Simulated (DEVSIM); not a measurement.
Structure: abrupt Si p-n junction, at 400 K.

| layer (left to right) | material | thickness (μm) | Nd (cm⁻³) | Na (cm⁻³) | τn (s) | τp (s) |
|---|---|---|---|---|---|---|
| 1 | Si | 9.10 | - | 7.3e16 | 0.00018 | 0.00018 |
| 2 | Si | 0.750 | 7.1e14 | - | 0.00018 | 0.00018 |

Left contact: ohmic. Right contact: ohmic. Voltage is applied to the left contact. Recombination: SRH at mid-gap, radiative. Mobility is constant in doping.

The device is made up for the run: typed textbook-type constants, with dimensions and the other settings drawn at random. Values at 300 K; Nc and Nv go as T^1.5, mobilities as T to minus their exponent, the gap by Varshni's rule with the affinity fixed.

| parameter | Si |
|---|---|
| gap (eV) | 1.124 |
| affinity (eV) | 4.05 |
| permittivity | 11.7 |
| Nc (cm⁻³) | 2.86e19 |
| Nv (cm⁻³) | 3.1e19 |
| μn (cm²/Vs) | 1417 |
| μp (cm²/Vs) | 470 |
| T exponent of μn | 2.3 |
| T exponent of μp | 2.2 |
| B (cm³/s) | 4.7e-15 |
| Varshni α (eV/K) | 0.000473 |
| Varshni β (K) | 636 |

DEVSIM, 1D drift-diffusion, Boltzmann statistics, complete ionisation; no tunnelling, impact ionisation, image-force lowering or self-heating.

The doping Na of layer 1 was swept, all else fixed.

```
doping Na of layer 1 (cm^-3)  potential step across the device at zero bias (V)  dark forward voltage at 1 A/cm² (V)  dark forward voltage at 100 A/cm² (V)  largest field in the device at zero bias (V/cm)
----------------------------  -------------------------------------------------  -----------------------------------  -------------------------------------  -----------------------------------------------
2.2e15                                                                    0.372                                0.237                                  0.806                                             7200
7.3e15                                                                    0.413                                0.223                                  0.650                                             9100
2.2e16                                                                    0.451                                0.215                                  0.534                                            12000
7.3e16                                                                    0.493                                0.211                                  0.469                                            19000
2.2e17                                                                    0.531                                0.208                                    [?]                                              [?]
7.3e17                                                                    0.572                                0.207                                  0.438                                            54000
2.2e18                                                                    0.610                                0.206                                  0.435                                            94000
```

Question: Fill in the missing entries.

Answer: 
- 2.2e17, dark forward voltage at 100 A/cm² (V): 0.446
- 2.2e17, largest field in the device at zero bias (V/cm): 31000
